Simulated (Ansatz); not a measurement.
Corundum In2O3 (high-pressure phase), treated with r²SCAN in Ansatz (PAW).

Settings: plane-wave cutoff 560 eV, 8×8×8 k mesh, Fermi–Dirac smearing 0.01 eV, scalar-relativistic PAW data made under PBE.

Cell (relaxed at this level):

```
CELL_PARAMETERS angstrom
      2.75426     1.59017     4.85475
     -2.75426     1.59017     4.85475
      0.00000    -3.18034     4.85475
ATOMIC_POSITIONS crystal
  In 0.35706 0.35706 0.35706
  In 0.14294 0.14294 0.14294
  In 0.64294 0.64294 0.64294
  In 0.85706 0.85706 0.85706
  O  0.54660 0.95340 0.25000
  O  0.25000 0.54660 0.95340
  O  0.95340 0.25000 0.54660
  O  0.45340 0.04660 0.75000
  O  0.75000 0.45340 0.04660
  O  0.04660 0.75000 0.45340
```

Problem. Give the computed band gap and smallest direct gap on the k points sampled.

Solution. 
- band gap = 1.80 eV
- smallest direct gap on the k points sampled = 1.83 eV

Spin–orbit coupling is not included.

The result took roughly 4 core-minutes.

Ansatz is a program for electronic structure.
